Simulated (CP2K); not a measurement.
Band structure of YMg3 (P-6m2, 4 atoms in the cell).

```xyz
4
Lattice="3.3080 0.0000 0.0000 -1.6540 2.8648 0.0000 0.0000 0.0000 10.9323" Properties=species:S:1:pos:R:3 pbc="T T T"
Y      1.6540     0.9549     5.4661
Mg     1.6540     0.9549     0.0000
Mg     0.0000     1.9099     2.6469
Mg     0.0000     1.9099     8.2854
```

Method of the run: LDA (Pade form), GPW, DZVP-MOLOPT-SR-GTH basis, GTH-PADE potentials (GTH_POTENTIALS) run with CP2K 2026.2.

Settings: CUTOFF = 1000 Ry; REL_CUTOFF = 50 Ry; SMEAR/METHOD = GAUSSIAN; SIGMA = 0.1 eV; KPOINTS/SCHEME = MONKHORST-PACK 12 12 4; GAMMA_CENTERED = T; XC_FUNCTIONAL = PADE; Y/BASIS_SET = DZVP-MOLOPT-SR-GTH-q11; Y/POTENTIAL = GTH-PADE-q11; Mg/BASIS_SET = DZVP-MOLOPT-SR-GTH-q10; Mg/POTENTIAL = GTH-PADE-q10; METHOD = GPW; EPS_DEFAULT = 1e-11; EXTRAPOLATION = USE_GUESS.

The starting cell comes from a database of computed structures (which also holds hypothetical and non-ambient phases and stackings), without a prior relaxation at this level. Values carry the incompleteness of an atom-centred basis.

Levels in eV from the Fermi level, bands 18 to 23:
```json
[
 {"point": "Γ", "18": "-5.12", "19": "-4.55", "20": "-1.77", "21": "-1.06", "22": "1.94", "23": "2.19"},
 {"point": "M", "18": "-1.84", "19": "-1.71", "20": "-1.25", "21": "-0.82", "22": "0.43", "23": "0.75"},
 {"point": "K", "18": "-0.51", "19": "-0.40", "20": "-0.31", "21": "-0.26", "22": "0.28", "23": "0.62"},
 {"point": "A", "18": "-5.68", "19": "-3.26", "20": "-3.21", "21": "-0.47", "22": "2.19", "23": "2.19"},
 {"point": "L", "18": "-1.92", "19": "-1.76", "20": "-0.93", "21": "-0.78", "22": "-0.50", "23": "1.44"},
 {"point": "H", "18": "-0.54", "19": "-0.21", "20": "-0.12", "21": "-0.11", "22": "0.06", "23": "0.24"}
]
```

Bands cross the Fermi level along this path, so the cell is metallic at this level.

Higher empty bands are left out: an atom-centred basis made for the valence describes them poorly.
